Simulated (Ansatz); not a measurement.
Take ZnS in the zinc blende structure (space group F-43m, No. 216) as the base.

```
ZnS
1.0
    0.00000     2.72172     2.72172
    2.72172     0.00000     2.72172
    2.72172     2.72172     0.00000
Zn S
1 1
Direct
  0.00000   0.00000   0.00000
  0.25000   0.25000   0.25000
```

Computed with PBE (Ansatz, an electronic-structure program, PAW, no spin-orbit coupling).

Base values:

Hole mass: 0.18, 0.72, 0.72 mₑ (at Γ)
Pressure: 0.01 GPa

Modification: every lattice vector is shortened by 1.00 %, atoms relaxed at fixed cell.

What does the calculation give for the hole mass and pressure after the change?

The hole mass (degenerate bands, along [100]) becomes 0.19, 0.69, 0.69 mₑ (at Γ) (base: 0.18, 0.72, 0.72 mₑ (at Γ)); the pressure rises by 2.24 GPa, from 0.01 GPa to 2.25 GPa.

The levels and masses belong to the bands next to the band gap. The cells carry an imposed strain or load. Effective masses come from finite differences of ±0.01 Å⁻¹. No phonon test of stability was made.
